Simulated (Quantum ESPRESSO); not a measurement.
# A short convergence ladder for CrO2 (Cmm2, 6 atoms in the cell)

```
CELL_PARAMETERS angstrom
      4.44210     0.00000     0.00000
      0.00000     4.44210     0.00000
      0.00000     0.00000     2.93460
ATOMIC_POSITIONS crystal
  Cr 0.00000 0.00000 0.01704
  Cr 0.50000 0.50000 0.50000
  O  0.30300 0.30300 0.00000
  O  0.80300 0.19700 0.50000
  O  0.19700 0.80300 0.50000
  O  0.69700 0.69700 0.00000
```
Moments meant for the start (each program seeds them in its own way; μB, in the order of the atoms Cr Cr O O O O): 2.5 2.5 0.0 0.0 0.0 0.0.

Base method: PBEsol, SSSP 1.1.2 efficiency (PBE) pseudopotentials (plane waves; Quantum ESPRESSO 7.5).

Base settings: ecutwfc = 55 Ry; ecutrho = 440 Ry; occupations = smearing; smearing = fd; degauss = 0.0073499 Ry; nspin = 2; input_dft = pbesol; potentials = {Cr: cr_pbe_v1.5.uspp.F.UPF, O: O.pbe-n-kjpaw_psl.0.1.UPF}; K_POINTS = automatic 4 4 5 0 0 0; conv_thr = 1e-10 Ry.

The count of work is k-points × plane waves × bands × iterations; it is no time. Core times come from one kind of shared machine, to one figure; runs under 30 s give none.

**The k-point mesh**

The second cell is the first with its lattice scaled by 0.98.

Only quantities that move along the ladder and can be compared are tabulated.

```csv
K_POINTS,free energy less the last step's (meV/atom),energy of the compressed cell less the first (meV/atom),pressure (GPa),largest difference of a force vector from the last step's (eV/Å),count of work / last,core time / last (rough)
automatic 2 2 2 0 0 0,20.65,-6.01,-9.36,0.464,0.13,0.3
automatic 3 3 4 0 0 0,1.12,-6.79,-9.56,0.007,0.28,0.4
automatic 4 4 5 0 0 0,0.72,-6.94,-9.58,0.012,0.47,0.6
automatic 5 5 8 0 0 0,0.00,-7.00,-9.60,0.000,1.0,1
```

Coarsest K_POINTS that holds the free energy within 5 meV/atom of the last step, with all finer ones: automatic 3 3 4 0 0 0, at 0.28 of the last step's count of work and about 0.4 of the last step's time; the step before is off by 21 meV/atom.

Coarsest K_POINTS that holds the forces within 0.02 eV/Å: not settled: the last two steps still differ by 0.012 eV/Å, over half the tolerance, so the ladder does not show it.

Coarsest K_POINTS that holds the pressure within 0.2 GPa of the last step, with all finer ones: automatic 3 3 4 0 0 0, at 0.28 of the last step's count of work and about 0.4 of the last step's time; the step before is off by 0.24 GPa.

The energy difference between the two cells stays within 1 meV/atom of the last step's from automatic 2 2 2 0 0 0 on, the total only from automatic 4 4 5 0 0 0 on: much of the error is common to both cells and cancels.

On the base run: the starting cell has typed, rounded lattice constants, without a prior relaxation at this level. Its lattice was rescaled by up to half a per cent. One atom was moved a little off its site on purpose. The magnetic order is the one reached from the typed start; others were not searched systematically. In the base run, with a pressure of about -10 GPa the cell is away from its equilibrium volume at this level. Without a gap this mesh is coarse (it stands for a supercell whose shortest vector is 15 Å).
